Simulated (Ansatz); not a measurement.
Defect migration in rutile-type MgF2: interstitial Mg, charge state +2. Computed with PBE, PAW (plane waves to 420 eV; Ansatz, a quantum-chemistry and plane-wave program).

Settings: 72 host sites, the relaxed PBE lattice, the Γ point alone, smearing 0.01 eV, spin-restricted, no image-charge correction. Static, classical nuclei. The charge state is imposed; whether it is stable for some Fermi level was not computed. Sites that were not tried may lie lower.

Barriers: single points on a 2×2×2 k-point mesh shifted by half a step at the bands' geometries.

The step: several atoms move together, Mg the farthest. Atoms about the jump, Cartesian Å from the middle of the jump, before and after:

| atom | x0 | y0 | z0 | x1 | y1 | z1 |
|---|---|---|---|---|---|---|
| Mg1 | 0.00 | 0.00 | -0.77 | 0.00 | 0.00 | 0.77 |
| F2 | -1.28 | 0.78 | 0.57 | -1.57 | 1.05 | 0.77 |
| F3 | 1.28 | -0.78 | 0.57 | 1.57 | -1.05 | 0.77 |
| F4 | 1.05 | 1.57 | -0.77 | 0.78 | 1.28 | -0.57 |
| F5 | -1.05 | -1.57 | -0.77 | -0.78 | -1.28 | -0.57 |
| F6 | -0.90 | -1.45 | 2.27 | -0.78 | -1.28 | 2.11 |
| F7 | 0.90 | 1.45 | 2.27 | 0.78 | 1.28 | 2.11 |
| F8 | -1.28 | 0.78 | -2.11 | -1.45 | 0.90 | -2.27 |
| F9 | 1.28 | -0.78 | -2.11 | 1.45 | -0.90 | -2.27 |
| Mg10 | 0.00 | 2.54 | 0.84 | -0.09 | 2.73 | 0.77 |
| Mg11 | 0.00 | -2.54 | 0.84 | 0.09 | -2.73 | 0.77 |
| Mg12 | 2.73 | 0.09 | -0.77 | 2.54 | 0.00 | -0.84 |
| Mg13 | -2.73 | -0.09 | -0.77 | -2.54 | 0.00 | -0.84 |
| Mg14 | -2.34 | -0.03 | 2.35 | -2.55 | 0.00 | 2.38 |
| Mg15 | 2.34 | 0.03 | 2.35 | 2.55 | 0.00 | 2.38 |
| Mg16 | 0.00 | 2.55 | -2.38 | -0.03 | 2.34 | -2.35 |
| Mg17 | 0.00 | -2.55 | -2.38 | 0.03 | -2.34 | -2.35 |
| F18 | 3.32 | 0.93 | 0.85 | 3.25 | 0.94 | 0.77 |
| F19 | -3.32 | -0.93 | 0.85 | -3.25 | -0.94 | 0.77 |
| F20 | 0.94 | -3.25 | -0.77 | 0.93 | -3.32 | -0.85 |
| F21 | -0.94 | 3.25 | -0.77 | -0.93 | 3.32 | -0.85 |

Task: Predict the transition state.

Result: 
```
atom      x      y      z
----  -----  -----  -----
Mg1    0.00   0.00   0.00
F2    -1.48   0.96   0.68
F3     1.48  -0.95   0.68
F4     0.95   1.48  -0.68
F5    -0.95  -1.48  -0.68
F6    -0.82  -1.36   2.11
F7     0.81   1.36   2.11
F8    -1.36   0.82  -2.12
F9     1.36  -0.81  -2.12
Mg10  -0.05   2.70   0.83
Mg11   0.04  -2.70   0.83
Mg12   2.70   0.05  -0.83
Mg13  -2.70  -0.04  -0.83
Mg14  -2.41  -0.02   2.35
Mg15   2.41   0.03   2.35
Mg16  -0.03   2.41  -2.36
Mg17   0.02  -2.40  -2.36
F18    3.29   0.93   0.80
F19   -3.30  -0.93   0.80
F20    0.93  -3.29  -0.80
F21   -0.93   3.30  -0.80
```
It lies 0.45 eV above the start and 0.45 eV above the end. The saddle point's order was not checked, and it lies on a symmetry element of the cell, where a band can be held.
